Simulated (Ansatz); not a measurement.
## WMo (model structure, Fm-3m, No. 225, 2 atoms in the cell): bulk modulus by level of theory

No measured value is used here.

| level (code) | value (GPa) | cell (Å³/atom) |
|---|---|---|
| LDA (Ansatz) | 231 | 17.04 |
| PBEsol (Ansatz) | 220 | 17.38 |
| r²SCAN (Ansatz) | 208 | 17.69 |

Density-functional levels without +SOC have no spin–orbit coupling. LDA, PBEsol, r²SCAN: the run has no spin polarisation, so it can have missed a magnetic state. LDA, PBEsol, r²SCAN: the bulk modulus is −V dP/dV from two relaxed cells at ±2 % in volume. Each level is taken at its own relaxed cell. Cutoffs differ between the levels. Ansatz's density-functional and Hartree–Fock values are scalar-relativistic unless marked +SOC, with PAW data made under PBE.

A model structure was made by putting elements into a prototype or built by hand; it is no filed structure, need not be a known phase, and can be a saddle point held by its symmetry.

Ansatz is a first-principles code.
